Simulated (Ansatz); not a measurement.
GaP in the zinc blende structure (space group F-43m, No. 216)

```cif
data_GaP
_chemical_formula_sum 'P1 Ga1'
_space_group_name_H-M_alt 'P 1'
_space_group_IT_number 1
_cell_length_a 3.89335
_cell_length_b 3.89335
_cell_length_c 3.89335
_cell_angle_alpha 60.000
_cell_angle_beta 60.000
_cell_angle_gamma 60.000
loop_
_space_group_symop_operation_xyz
  'x, y, z'
loop_
_atom_site_label
_atom_site_type_symbol
_atom_site_fract_x
_atom_site_fract_y
_atom_site_fract_z
_atom_site_occupancy
P1 P 0.75000 0.75000 0.75000 1
Ga1 Ga 0.00000 0.00000 0.00000 1
```

Method: PBE in Ansatz (plane waves to 420 eV, PAW, no spin-orbit coupling). Γ-centred 10×10×10 mesh, Fermi–Dirac width 0.05 eV.

| Property | Value |
|---|---|
| Volume per atom | 20.87 Å³ |
| Density | 4.01 g/cm³ |
| Band gap | 1.58 eV, direct at Γ |
| Electron mass | 0.10 mₑ |
| Hole mass (degenerate bands, along [100]) | 0.098, 0.40, 0.40 mₑ |
| Lowest conduction-band minima above the VBM | Γ 1.58 eV; L along ⟨111⟩ 1.58 eV; a point along ⟨100⟩, about 1.0 Å⁻¹ from Γ 1.64 eV |
| Total energy | -2269.780 eV/atom (σ→0; compares only within this code and set-up) |

Effective masses come from finite differences of ±0.01 Å⁻¹. Whether these cells are dynamically stable was not tested. The real GaP has an indirect gap at ambient pressure; PBE orders its close-lying valleys differently.

Ansatz is an electronic-structure program.
